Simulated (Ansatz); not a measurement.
The reference is InAs in the zinc blende structure (space group F-43m, No. 216).

```xyz
2
Lattice="0.0000 3.0436 3.0436 3.0436 0.0000 3.0436 3.0436 3.0436 0.0000" Properties=species:S:1:pos:R:3 pbc="T T T"
In     0.0000     0.0000     0.0000
As     1.5218     1.5218     1.5218
```

Cartesian axes are those of the cell as printed.

The values are results of PBEsol (Ansatz, a quantum-chemistry and plane-wave program), without spin-orbit coupling, not measurements.

Before the change:

The shortest interatomic distance is 2.636 Å and the pressure is 0.0 GPa.

It is then changed as follows: uniaxial strain ε_zz = −2.50 %, all other strain components held at zero; the atoms relax in the strained cell.

Task: How does this affect the energy relative to the base, shortest interatomic distance and pressure?

Result: The energy rises by 4.4 meV/atom; the shortest interatomic distance decreases by 0.022 Å, from 2.636 Å to 2.614 Å; the pressure (mean of the normal stresses, compression positive) goes from zero to 1.5 GPa.

No phonon test of stability was made. The final runs are not spin-polarised.
